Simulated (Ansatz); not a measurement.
## Short convergence ladders for Cr (P-3m1, 2 atoms in the cell)

```xyz
2
Lattice="2.4363 0.0000 0.0000 -1.2181 2.1099 0.0000 0.0000 0.0000 4.4682" Properties=species:S:1:pos:R:3 pbc="T T T"
Cr     0.0000     1.4066     1.1671
Cr     1.2181     0.7033     3.3512
```

Base method: LDA (PW92), default PAW files made with PBE (plane waves; Ansatz, an electronic-structure program).

Base settings: basis.ecutwfc = 420 eV; kpoints.mp_grid.grid = 15 15 8; hamiltonian.xc = lda; hamiltonian.pseudopotentials = {kind: paw} (the program's default PAW files); scf.occupations.method = gaussian; scf.occupations.width = 0.1 eV.

The count of work is k-points × plane waves × bands × iterations; it is no time. 

**The cutoff for other potential files**

Level: DFT, LDA (PW92), plane waves, harder PAW files (source: ansatz) made with PBE.

In this ladder: hamiltonian.pseudopotentials = {kind: paw, source: ansatz}.

The second cell is the first with its lattice scaled by 0.98.

The mesh stays at the base's, so the ladder's end is converged at best in this setting alone.

The first pressure column holds Ansatz's estimate of the finite-basis (Pulay) stress, which hides part of the cutoff error; the other is without it.

Only quantities that move along the ladder and can be compared are tabulated.

| basis.ecutwfc | free energy less the last step's (meV/atom) | energy of the compressed cell less the first (meV/atom) | pressure (GPa) | pressure without the Pulay estimate (GPa) | largest difference of a force vector from the last step's (eV/Å) | count of work / last |
|---|---|---|---|---|---|---|
| 420 eV | 4789.24 | 39.42 | 3.82 | -309.50 | 0.688 | 0.10 |
| 510 eV | 1021.57 | 10.89 | -7.19 | -88.14 | 0.098 | 0.15 |
| 650 eV | 98.35 | 6.85 | -6.24 | -16.87 | 0.030 | 0.21 |
| 790 eV | 8.50 | 6.11 | -6.59 | -7.56 | 0.003 | 0.28 |
| 930 eV | 1.88 | 5.98 | -6.61 | -6.71 | 0.000 | 0.35 |
| 1115 eV | 0.89 | 5.96 | -6.62 | -6.65 | 0.000 | 0.46 |
| 1395 eV | 0.27 | 5.96 | -6.62 | -6.63 | 0.000 | 0.65 |
| 1860 eV | 0.00 | 5.95 | -6.62 | -6.62 | 0.000 | 1.0 |

Coarsest basis.ecutwfc that holds the pressure without the Pulay estimate within 0.2 GPa of the last step, with all finer ones: 930 eV, at 0.35 of the last step's count of work; the step before is off by 0.94 GPa.

Coarsest basis.ecutwfc that holds the energy of the compressed cell less the first within 1 meV/atom of the last step, with all finer ones: 650 eV, at 0.21 of the last step's count of work; the step before is off by 4.9 meV/atom.

Coarsest basis.ecutwfc that holds the pressure within 0.2 GPa of the last step, with all finer ones: 790 eV, at 0.28 of the last step's count of work; the step before is off by 0.37 GPa.

The energy difference between the two cells stays within 1 meV/atom of the last step's from 650 eV on, the total only from 1115 eV on: much of the error is common to both cells and cancels.

At the lowest cutoff the pressure without the Pulay estimate lies 303 GPa under the last step's, the usual sign of Pulay stress in an incomplete plane-wave basis.

**The relaxed cell against the cutoff**

On Cr (P6_3/mmc, 2 atoms in the cell): atoms on their sites.

In this ladder: relax = cell and atoms.

The mesh stays at the base's, so the ladder's end is converged at best in this setting alone.

Only quantities that move along the ladder and can be compared are tabulated.

```tsv
basis.ecutwfc	relaxed volume (Å³/atom)	relaxation steps
250 eV	11.691	71
295 eV	11.200	17
355 eV	11.130	10
420 eV	11.149	8
505 eV	11.149	6
630 eV	11.149	6
840 eV	11.149	6
```

Coarsest basis.ecutwfc that holds the relaxed volume within 0.022 Å³/atom of the last step, with all finer ones: 355 eV; the step before is off by 0.051 Å³/atom.

At the lowest cutoff the cell relaxes to a volume 4.9 % larger than at the highest. Ansatz relaxes on a stress corrected for the finite basis.

On the base run: the starting cell comes from a database of computed structures (which also holds hypothetical and non-ambient phases and stackings), without a prior relaxation at this level. Its lattice was rescaled by up to half a per cent. One atom was moved a little off its site on purpose. Spin polarisation is off.

Left out of this page: 1 run of the series failed or unconverged.

Keys are those of Ansatz 0.2.
